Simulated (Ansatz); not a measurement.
SrLaAlO4 (I4mm, No. 107, 7 atoms in the cell; start mp-1218184), treated with r²SCAN (Ansatz, a program for electronic structure, PAW).

Run with plane-wave cutoff 560 eV, 12×12×12 k mesh, Fermi–Dirac smearing 0.01 eV, scalar-relativistic PAW data made under PBE.

Cell (relaxed with PBEsol):

```yaml
crystal:
  lattice:
    - [-1.87655, 1.87655, 6.20625]
    - [1.87655, -1.87655, 6.20625]
    - [1.87655, 1.87655, -6.20625]
  atoms:
    - { symbol: Sr, position: [0.64220, 0.64220, 0.00000] }
    - { symbol: La, position: [0.35821, 0.35821, 0.00000] }
    - { symbol: Al, position: [0.00505, 0.00505, 0.00000] }
    - { symbol: O, position: [0.83883, 0.83883, 0.00000] }
    - { symbol: O, position: [0.16392, 0.16392, 0.00000] }
    - { symbol: O, position: [0.99590, 0.49590, 0.50000] }
    - { symbol: O, position: [0.49590, 0.99590, 0.50000] }
```

Problem. Predict the band gap, smallest direct gap on the k points sampled and Γ–Γ gap.

Solution. 
band gap: 3.55 eV
smallest direct gap on the k points sampled: 3.77 eV
Γ–Γ gap: 4.26 eV

Note: cell and atoms aren't relaxed at this level (largest force component 0.19 eV/Å, pressure 2.5 GPa).

Spin–orbit coupling is not included.

The computed numbers hold no vibrational or temperature effects.

A start named mp-… is a Materials Project structure, which need not be a measured phase.
